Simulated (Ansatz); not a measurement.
```xyz
21
Lattice="19.0000 0.0000 0.0000 0.0000 19.0000 0.0000 0.0000 0.0000 5.7420" Properties=species:S:1:pos:R:3 pbc="T T T"
Ge     6.6771     9.5000     2.8710
Ge     8.0920     8.0920     1.4522
Ge     8.0920    10.9080     4.2898
Ge     9.5000     6.6771     2.8710
Ge     9.5000     9.5000     0.0000
Ge     9.5000    12.3229     2.8710
Ge    10.9080     8.0920     4.2898
Ge    10.9080    10.9080     1.4522
Ge    12.3229     9.5000     2.8710
H      5.7626     8.6112     3.7461
H      5.7626    10.3888     1.9958
H      7.1925     7.1925     0.5610
H      7.1925    11.8075     5.1809
H      8.6112     5.7626     3.7461
H     10.3888     5.7626     1.9958
H      8.6112    13.2374     1.9958
H     10.3888    13.2374     3.7461
H     11.8075     7.1925     5.1809
H     11.8075    11.8075     0.5610
H     13.2374     8.6112     1.9958
H     13.2374    10.3888     3.7461
```

Calculation: PBE (plane waves to 420 eV, PAW; Ansatz, a program for electronic structure). Mesh 1×1×6. No spin polarisation. Periodic along z alone, with about 11 Å of vacuum beside it. An idealised model, cut from the bulk lattice. It keeps the symmetry and period of its start, so it need not be a minimum against all distortions. Values not marked SOC lack spin–orbit coupling.

Problem. Tabulate the two highest filled and two lowest empty levels along the axis, from the valence top.

Solution. 
```tsv
k (2π/c)	v2 (eV)	v1 (eV)	c1 (eV)	c2 (eV)
0.000	-0.03	0.00	4.06	4.10
0.042	-0.03	0.00	4.07	4.12
0.083	-0.04	0.00	4.08	4.19
0.125	-0.05	-0.01	4.10	4.17
0.167	-0.06	-0.01	4.10	4.12
0.208	-0.06	-0.02	4.08	4.08
0.250	-0.07	-0.03	4.05	4.06
0.292	-0.07	-0.06	4.00	4.06
0.333	-0.07	-0.07	3.94	4.08
0.375	-0.07	-0.07	3.88	4.11
0.417	-0.07	-0.07	3.83	4.13
0.458	-0.06	-0.06	3.80	4.16
0.500	-0.06	-0.06	3.79	4.17
```
